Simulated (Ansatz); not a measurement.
## A computed series for Gd: response to strain

Take Gd in the hcp (Mg type) structure (space group P6_3/mmc, No. 194; a = 3.5688 Å, c = 5.7001 Å; ferromagnetic; relaxed with 0.1 eV smearing) as the base. Axes: x lies along a and z along c of the hexagonal cell.

Strains are applied to the cell and any free atomic positions relax; under stress the whole cell relaxes.

All numbers come from PBEsol/PAW in Ansatz (a first-principles code), without spin-orbit coupling, earlier PAW set.

Candidates:
(a) uniaxial strain ε_zz = +3.15 %
(b) tensor shear ε_yz = +2.39 %
(c) uniaxial stress, 0.5 GPa tension along x

Notes on the quantities. energy relative to the base: free energy F.

Q: Order them by energy relative to the base, lowest first.

A: (c) uniaxial stress, 0.5 GPa tension along x (+0.4 meV/atom), (b) tensor shear ε_yz = +2.39 % (+4.8 meV/atom), (a) uniaxial strain ε_zz = +3.15 % (+6.7 meV/atom)

The magnetic state is the one reached from the starting moments; the real material's order can differ, and small cells can't hold many antiferromagnetic ones. The state of the 4f shell was not checked for lower solutions. Stability under load was not tested beyond the relaxation.
